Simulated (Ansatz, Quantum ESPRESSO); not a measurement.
**Code comparison for CdIn (P-6m2, 2 atoms in the cell)**

Self-consistent single point.

```xyz
2
Lattice="3.2186 0.0000 0.0000 -1.6093 2.7874 0.0000 0.0000 0.0000 5.9161" Properties=species:S:1:pos:R:3 pbc="T T T"
Cd     0.0000     0.0000     2.9581
In     1.6093     0.9291     0.0000
```

Shared settings, as Ansatz (a program for electronic structure) writes them: kpoints.mp_grid.grid = 8 8 4; magnetization.spin_orbit = true; scf.occupations.method = fermi_dirac; scf.occupations.width = 0.0073 Ry. Potentials and cutoffs stand in the table.

| code | model | pressure (GPa) | cutoff |
|---|---|---|---|
| Quantum ESPRESSO | PBEsol, spin-orbit coupling, PseudoDojo fully relativistic norm-conserving (PBESOL) pseudopotentials | -3.78 | 105 Ry |
| Ansatz | PBEsol with spin-orbit coupling, PAW files made with PBE | -3.89 | 30.9 Ry |

The spread over the programs that give each value: pressure within 0.11 GPa.

Ansatz's pressure is given at a fixed set of plane waves, as the other plane-wave codes print theirs; with its correction for the finite basis it is -3.84 GPa.

The starting cell comes from a database of computed structures (which also holds hypothetical and non-ambient phases and stackings), without a prior relaxation at this level. Its lattice was rescaled by a random factor within 2.5 % of one.

Left out of this page: FLEUR and SIESTA (not drawn, or without a comparable value).

Keys are those of Ansatz 0.2.
